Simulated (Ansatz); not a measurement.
Consider AlN (space group P6_3/mmc, No. 194; a = 3.3016 Å, c = 4.1410 Å; a cell from a computed database, its experimental status unchecked). Axes: x lies along a and z along c of the hexagonal cell.

One thing is altered: uniaxial stress, 3 GPa tension along x, with the cell and atoms free to relax against it.

Levels (all Ansatz, a quantum-chemistry and plane-wave program, PAW): PBEsol (420 eV, without spin-orbit coupling); r2SCAN (500 eV, no spin-orbit coupling); HSE06 (420 eV, scalar-relativistic without spin-orbit coupling).

At the geometry relaxed with PBEsol, these levels gave the following band gaps, in shuffled order: (a) 3.97 eV, (b) 4.68 eV, (c) 3.31 eV.

### Question
Match each gap to its level.

### Answer
(a) r2SCAN; (b) HSE06; (c) PBEsol.

Single points use the geometry relaxed with PBEsol. Load acts through the strain it causes; cell and atoms are relaxed under it. Stability under load was not tested beyond the relaxation. This is not the structure that AlN has at room temperature and ambient pressure.
